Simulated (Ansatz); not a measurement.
## Fermi-surface data of SeS (Fm-3m)

Consider the following.

```
SSe
1.0
    0.00000     2.67039     2.67039
    2.67039     0.00000     2.67039
    2.67039     2.67039     0.00000
Se S
1 1
Direct
  0.50000   0.50000   0.50000
  0.00000   0.00000   0.00000
```

Computed with PBEsol with spin-orbit coupling, rigid bands (plane waves, PAW; Ansatz, a first-principles code). Condition of this run: spin-orbit coupling switched on. Geometry: cell and atoms relaxed with PBEsol.

```yaml
density of states at the Fermi level: 0.962 states/(eV·cell), both spins
bare Sommerfeld coefficient: 1.13 mJ/(mol of atoms·K²)
drude_plasma_energy: 12.4 eV
root-mean-square Fermi velocity: 1.5e6 m/s
resistivity times τ: 3.2 ×10⁻²² Ω·m·s
```

A metal at this level (no band gap); rigid bands, thermally averaged at 300 K, both spins. τ is one relaxation time for all states.

Computed structure with no diffraction record at hand here (it may be known, metastable or hypothetical): SeS (Fm-3m).
